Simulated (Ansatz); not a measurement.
Start from TiSi₂ (space group Fddd, No. 70; a = 4.7791 Å, b = 8.2295 Å, c = 8.5206 Å).

Method: DFT with r2SCAN, PAW potentials and a 500 eV plane-wave cutoff in Ansatz (a quantum-chemistry and plane-wave program), no spin-orbit coupling.

Base values:

| Quantity | Result |
|---|---|
| Volume per atom | 13.96 Å³ |

One thing is altered: a negative pressure, −2 GPa.

Q: Estimate the effect on the volume per atom.

A: The volume per atom grows by 0.20 Å³ (13.96 Å³ → 14.16 Å³).

Load acts through the strain it causes; cell and atoms are relaxed under it. No phonon test of stability was made. The final runs are not spin-polarised.
